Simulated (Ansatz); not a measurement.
Functionals compared on Br on the 1x1 (110) surface of bcc Ta, one in a 2x2 cell, started at the site 'bridge Ta-Ta (span 3.3 Å)', in Ansatz (plane waves, PAW). The structure was relaxed with PBE; the other rows are single points on it, each with its references at the same level. Cutoff 420 eV (500 eV for r2SCAN).

Model: 17-atom slab, 6.8 Å thick at the start under the adsorbate (thin: gaps and levels are the slab's own), 5x5x1 mesh, Fermi-Dirac 0.1 eV, dipole correction, 8 atoms held, the rest relaxed; start symmetry kept, larger cells not searched; no spin, no spin-orbit, no U, no dispersion correction. At the end it is bonded to 4 Ta. In PBE it is, or lies within 0.03 eV of, the lowest of the starts that converged. These notes are the PBE run's. Adsorption energies are against ½ Br2(g). A negative adsorption energy means that the adsorbate is more stable on the surface than in its reference.

```
functional  adsorption energy (eV)  work function of the top face (eV)  change of the work function (eV)           rough cost of the single point
----------  ----------------------  ----------------------------------  --------------------------------  ---------------------------------------
PBE                          -2.92                                4.14                             -0.63                                        –
RPBE                         -2.68                                4.03                             -0.63   about 90 core-seconds (a rough figure)
r2SCAN                         [?]                                 [?]                               [?]  about 2.8 core-minutes (a rough figure)
```

Question: Fill in the missing entries.

Answer: 
- r2SCAN, adsorption energy (eV): -3.34
- r2SCAN, work function of the top face (eV): 4.21
- r2SCAN, change of the work function (eV): -0.67

Ansatz is an electronic-structure program.
